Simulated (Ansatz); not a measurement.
Consider MoSi2 (space group I4/mmm, No. 139; a = 3.217 Å, c = 7.875 Å; relaxed with 0.1 eV smearing). Axes: x, y, z lie along a, b, c of the conventional cell.

Calculations: PBE (Ansatz, a program for electronic structure), no SOC.

Modification: uniaxial strain ε_zz = −2.50 %, all other strain components held at zero; the atoms relax in the strained cell.

Task: Predict the stress tensor and what it implies for the stiffness.

Result: Stress of the strained cell less that of the base (GPa, compression positive):
```
    2.4     0.0     0.0
    0.0     2.4     0.0
    0.0     0.0    13.7
```

Then −Δσ_ii/ε with ε = -0.0250 gives secant stiffness values (nonlinear terms included at this strain): C33 ≈ 548 GPa, C13 ≈ 95 GPa and C23 ≈ 95 GPa.

As a check, the harmonic strain energy −½ V₀ Δσ:ε is 15 meV/atom; the computed energy rise is 14 meV/atom.

Whether these cells are dynamically stable was not tested. The final runs are not spin-polarised.
